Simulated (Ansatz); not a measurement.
# AlAs: isotropic strain +1.40 %

Start from AlAs in the zinc blende structure (space group F-43m, No. 216; a = 5.6747 Å).

Modification: the cell is scaled by 1.0140 in all directions; the atoms relax in the strained cell.

The values are results of PBEsol, PAW, 420 eV (Ansatz, an electronic-structure program; without spin-orbit coupling), not measurements. Settings: 10×10×10 k-points, 0.05 eV Fermi–Dirac smearing.

Volume per atom: 23.82 Å³ (base 22.84 Å³)
Space group: F-43m (No. 216) (base F-43m (No. 216))
Shortest interatomic distance: 2.492 Å (base 2.457 Å)
Energy relative to the base (free energy F): +8.7 meV/atom
Pressure: -27.5 kbar (base 0.0 kbar)
Band gap: 1.41 eV (base 1.34 eV)
Gap character: indirect, Γ → X (base indirect, Γ → X)
Mean gap deformation potential ΔEg/Δln V: +1.6 eV
Width of the top valence band: 2.69 eV (base 2.82 eV)
Electron mass: 0.87 mₑ along k, 0.24 mₑ across (at X) (base 0.87 mₑ along k, 0.24 mₑ across (at X))
Hole mass (degenerate bands, along [100]): 0.098, 0.49, 0.49 mₑ (at Γ) (base 0.11, 0.48, 0.48 mₑ (at Γ))
Valley order (the lowest conduction-band minima on the path, energy above the VBM, named in the base's zone): X along ⟨100⟩ 1.41 eV; Γ 1.59 eV; L along ⟨111⟩ 1.90 eV (base X along ⟨100⟩ 1.34 eV; Γ 1.91 eV; L along ⟨111⟩ 2.05 eV)

Final structure:

```xyz
2
Lattice="0.0000 2.8771 2.8771 2.8771 0.0000 2.8771 2.8771 2.8771 0.0000" Properties=species:S:1:pos:R:3 pbc="T T T"
As     1.4385     1.4385     1.4385
Al     0.0000     0.0000     0.0000
```

Cost of the whole job for the changed cell (relaxation, final SCF and bands): around 12 core-seconds (rough).

Effective masses come from finite differences of ±0.01 Å⁻¹. Along k means along the line from Γ to the band edge. No phonon test of stability was made.
